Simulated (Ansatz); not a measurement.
Short convergence ladders for Li2Al (Cm, 6 atoms in the cell)

```yaml
crystal:
  lattice:
    - [2.29917, -4.84774, 0.00000]
    - [2.29917, 4.84774, 0.00000]
    - [0.00000, 0.00000, 4.44419]
  atoms:
    - { symbol: Li, position: [0.24139, 0.75861, 0.26125] }
    - { symbol: Li, position: [0.75861, 0.24139, 0.75000] }
    - { symbol: Li, position: [0.58986, 0.41014, 0.25000] }
    - { symbol: Li, position: [0.41014, 0.58986, 0.75000] }
    - { symbol: Al, position: [0.92502, 0.07498, 0.25000] }
    - { symbol: Al, position: [0.07498, 0.92502, 0.75000] }
```

Base method: PBEsol, default PAW files made with PBE (plane waves; Ansatz, a first-principles code).

Base settings: basis.ecutwfc = 420 eV; kpoints.mp_grid.grid = 8 8 8; hamiltonian.xc = pbesol; hamiltonian.pseudopotentials = {kind: paw} (the program's default PAW files); scf.occupations.method = gaussian; scf.occupations.width = 0.1 eV.

The count of work is k-points × plane waves × bands × iterations; it is no time. Core times come from one kind of shared machine, to one figure; runs under 30 s give none.

**The k-point mesh at a smearing width of 0.3 eV**

In this ladder: scf.occupations.width = 0.3 eV.

Only quantities that move along the ladder and can be compared are tabulated.

```csv
kpoints.mp_grid.grid,free energy less the last step's (meV/atom),pressure (GPa),largest difference of a force vector from the last step's (eV/Å),count of work / last
3 3 3,10.08,-0.67,0.295,0.0058
4 4 3,17.54,-0.70,0.081,0.0099
4 4 4,3.72,-0.70,0.118,0.014
5 5 5,8.14,-0.57,0.067,0.023
6 6 6,1.66,-0.59,0.023,0.040
7 7 7,-0.41,-0.59,0.014,0.058
9 9 8,0.28,-0.57,0.010,0.11
13 13 12,-0.04,-0.56,0.004,0.32
19 19 18,0.00,-0.56,0.000,1.0
```

Coarsest kpoints.mp_grid.grid that holds the pressure within 0.05 GPa of the last step, with all finer ones: 5 5 5, at 0.023 of the last step's count of work; the step before is off by 0.15 GPa.

Coarsest kpoints.mp_grid.grid that holds the free energy within 0.5 meV/atom of the last step, with all finer ones: 7 7 7, at 0.058 of the last step's count of work; the step before is off by 1.7 meV/atom.

**The width of Gaussian smearing**

In this ladder: kpoints.mp_grid.grid = 13 13 13.

Narrow widths need finer meshes than wide ones, so the last steps can hold mesh noise.

Only quantities that move along the ladder and can be compared are tabulated; pressure and forces are left out, as mesh noise rules them at narrow widths.

| scf.occupations.width | free energy less the last step's (meV/atom) | energy extrapolated to zero width less the last step's (meV/atom) | core time / last (rough) |
|---|---|---|---|
| 1 eV | -66.38 | 0.65 | 1 |
| 0.5 eV | -16.59 | -0.34 | 1 |
| 0.3 eV | -6.05 | -0.36 | 1 |
| 0.2 eV | -2.73 | -0.26 | 1 |
| 0.1 eV | -0.62 | -0.10 | 1 |
| 0.05 eV | 0.00 | 0.00 | 1 |

Widest scf.occupations.width that holds the free energy within 5 meV/atom of the last step, with all finer ones: 0.2 eV; the step before is off by 6.1 meV/atom.

Widest scf.occupations.width that holds the energy extrapolated to zero width within 0.5 meV/atom of the last step, with all finer ones: 0.5 eV; the step before is off by 0.65 meV/atom.

The extrapolation to zero width removes most of the smearing's effect on the energy.

**The width of cold smearing**

In this ladder: kpoints.mp_grid.grid = 13 13 13; scf.occupations.method = cold.

Narrow widths need finer meshes than wide ones, so the last steps can hold mesh noise.

Only quantities that move along the ladder and can be compared are tabulated; pressure and forces are left out, as mesh noise rules them at narrow widths.

```tsv
scf.occupations.width	free energy less the last step's (meV/atom)	core time / last (rough)
1 eV	16.55	1.0
0.5 eV	3.45	1.0
0.3 eV	0.48	1
0.2 eV	-0.17	1
0.1 eV	-0.11	1
0.05 eV	0.00	1
```

Widest scf.occupations.width that holds the free energy within 5 meV/atom of the last step, with all finer ones: 0.5 eV; the step before is off by 17 meV/atom.

On the base run: the starting cell comes from a database of computed structures (which also holds hypothetical and non-ambient phases and stackings), without a prior relaxation at this level. Its lattice was rescaled by up to half a per cent. One atom was moved a little off its site on purpose. Ansatz's pressure includes its estimate of the finite-basis (Pulay) stress.

Left out of this page: 4 runs of the series outside the window shown, repeating another row's setting, or not comparable.

Keys are those of Ansatz 0.2.
